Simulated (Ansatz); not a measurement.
Amorphous Si₂₄O₅₀Zr, 75 atoms at 2.34 g/cm³, one PBE-relaxed geometry, zone centre. Methods: PBE, scalar-relativistic without spin-orbit coupling (Ansatz, an electronic-structure program); r2SCAN, scalar-relativistic without spin-orbit coupling (Ansatz); HSE06, scalar-relativistic without spin-orbit coupling (Ansatz). Plane waves to 420 eV (r2SCAN 500 eV); exact exchange is cut at the cell's faces. At PBE the levels at the filled edge of the gap are localised (band-tail or defect states), and the nearest spread-out levels lie 5.2 eV apart at the zone centre. All rungs ran without spin polarisation.

The cell was made by melting and quenching with the CHGNet potential and then relaxed with DFT. O atoms were pushed apart under 1.9 Å during the dynamics, to hinder bonds among them. The hot cell started wider than the set density and was brought back towards it in steps. It is the lowest in DFT energy of 2 quenches. It is a model cell: composition and starting density were chosen by hand, and all elements were melted together. No dispersion term was used. Its density started from a set value of 2.31 and ended at 2.34 g/cm³. The quench (nominally 320 K/ps over its main leg) was far faster than any real one, so the model tends to hold more defects than a real film. A cell of this size samples the disorder only roughly. Volume and shape were free in the relaxation.

The relaxation ran on the zone centre alone. At PBE the level gap is 4.01 eV on a 2×2×2 Γ-centred mesh, and the spacing at the zone centre alone 4.00 eV.

Question: What zone-centre spacing does r2SCAN give, roughly?

Answer: 4.63 eV (+0.64 eV against PBE).

Question: What zone-centre spacing does HSE06 give, roughly?

Answer: 5.74 eV (+1.74 eV against PBE).

The highest filled and the lowest empty state spread over these numbers of atoms (participation numbers): PBE: 2.5 and 43.3; r2SCAN: 2.5 and 46.1; HSE06: 2.5 and 46.8.
